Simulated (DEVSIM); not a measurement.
System: Si n-i-p diode, at 300 K.

Layer 1 from the left is Si, thickness (μm) 1.50, Nd (cm⁻³) 4.1e17, τn (s) 3.4e-6, τp (s) 3.4e-6. Layer 2 from the left is Si, thickness (μm) 16.0, Na (cm⁻³) 3.4e11, τn (s) 3.4e-6, τp (s) 3.4e-6. Layer 3 from the left is Si, thickness (μm) 6.00, Na (cm⁻³) 2.1e18, τn (s) 3.4e-6, τp (s) 3.4e-6.

Left contact: ohmic. Right contact: ohmic. Voltage is applied to the left contact. Recombination: SRH at mid-gap, radiative. Mobility is μmin + (μ − μmin)/(1 + (N/Nref)^α).

This is a model device: material constants are rounded textbook-type values typed into the input, and sizes, dopings and lifetimes were drawn at random. Values at 300 K.

Si: gap (eV) 1.124, affinity (eV) 4.05, permittivity 11.7, Nc (cm⁻³) 2.86e19, Nv (cm⁻³) 3.1e19, μn (cm²/Vs) 1417, μp (cm²/Vs) 470, μn,min 52, μp,min 45, Nref,n 9.7e16, Nref,p 2.2e17, αn 0.68, αp 0.72, B (cm³/s) 4.7e-15.

DEVSIM, 1D drift-diffusion, Boltzmann statistics, complete ionisation; no tunnelling, impact ionisation, image-force lowering or self-heating.

### Question
What does the simulation give for the potential step across the device at zero bias, the dark forward voltage at 1 A/cm²?

### Answer
potential step across the device at zero bias 0.945 V; dark forward voltage at 1 A/cm² 0.694 V.
